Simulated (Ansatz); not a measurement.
Base system: AlAs in the zinc blende structure (space group F-43m, No. 216).

```yaml
crystal:
  lattice:
    - [0.00000, 2.86406, 2.86406]
    - [2.86406, 0.00000, 2.86406]
    - [2.86406, 2.86406, 0.00000]
  atoms:
    - { symbol: As, position: [0.75000, 0.75000, 0.75000] }
    - { symbol: Al, position: [0.00000, 0.00000, 0.00000] }
```

All numbers come from DFT with PBE, PAW potentials and a 420 eV plane-wave cutoff in Ansatz (a program for electronic structure), no spin-orbit coupling, earlier PAW set.

Before the change:

| Quantity | Result |
|---|---|
| Pressure | 0.00 GPa |
| Valley order | X along ⟨100⟩ 1.50 eV; Γ 1.78 eV; L along ⟨111⟩ 2.02 eV |

The change: an isotropic linear strain of +1.67 %; the atoms relax in the strained cell.

### Question
What happens to the pressure?

### Answer
The pressure goes from zero to -2.99 GPa.

### Question
Estimate the effect on the valley order.

### Answer
The valley order (the lowest conduction-band minima on the path, energy above the VBM, named in the base's zone) changes from X along ⟨100⟩ 1.50 eV; Γ 1.78 eV; L along ⟨111⟩ 2.02 eV to Γ 1.40 eV; X along ⟨100⟩ 1.58 eV; L along ⟨111⟩ 1.84 eV.

The levels and masses belong to the bands next to the band gap. No phonon test of stability was made.
